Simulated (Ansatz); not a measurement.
```
CELL_PARAMETERS angstrom
      4.48001     0.00000     0.00000
      0.00000     4.48001     0.00000
      0.00000     0.00000     2.86768
ATOMIC_POSITIONS crystal
  Ti 0.00000 0.00000 0.00000
  Ti 0.50000 0.50000 0.50000
  O  0.30204 0.30204 0.00000
  O  0.80204 0.19796 0.50000
  O  0.19796 0.80204 0.50000
  O  0.69796 0.69796 0.00000
```

A single point on TiO2 with a change (isotropic strain −2.43 %), its geometry relaxed with PBEsol.

Calculations: Kohn–Sham DFT with the PBEsol functional, run in Ansatz (a quantum-chemistry and plane-wave program) with PAW and 420 eV plane waves, spin-orbit coupling included, earlier PAW set. Settings: 7×7×11 k-points, 0.05 eV Fermi–Dirac smearing.

Q: Predict the gap character, pressure, valence-band top at Γ and band gap.

A: 
- Gap character: direct at Γ
- Pressure: 203.7 kbar
- Valence-band top at Γ (three highest Kramers pairs, from the VBM): 0.00, -0.48, -0.51 eV
- Band gap: 1.95 eV

Single points use the geometry relaxed with PBEsol. No phonon test of stability was made. The cell was made from TiO$_{2}$ in the rutile structure (space group P4_2/mnm, No. 136) by this change: isotropic strain −2.43 %.
